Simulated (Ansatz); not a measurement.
The starting structures come from a database of crystals and need not be the phases stable at ambient conditions.

The decay constant κ of evanescent states in the gap governs leakage through a thin film.

Data:

```
CsF2H
1.0
    6.19193     0.00000     0.00000
    0.00000     7.84218     0.00000
    3.09597     3.92109     3.09597
Cs H F
2 2 4
Direct
  0.00000   0.25000   0.00000
  0.00000   0.75000   0.00000
  0.50000   0.00000   0.00000
  0.50000   0.50000   0.00000
  0.76241   0.13120   0.73759
  0.23759   0.86880   0.26241
  0.50000   0.36880   0.26241
  0.50000   0.63120   0.73759
```

Space group of this cell: I4/mcm. The cell was relaxed by PBE-D3(BJ); by PBEsol its mean pressure is -0.9 GPa.

Transport runs along the normal of the first two printed cell vectors, the (100) plane of the conventional cell.

No gap correction and no spin-orbit coupling; mid-gap values are interpolated between computed energies.

Problem. Give the band gap and the smallest decay constant κ at mid-gap that PBEsol in Ansatz (a quantum-chemistry and plane-wave program) yields.

Solution. Gap 6.49 eV on a 10×10×10 mesh; κ = 0.511 1/Å, at the zone centre.
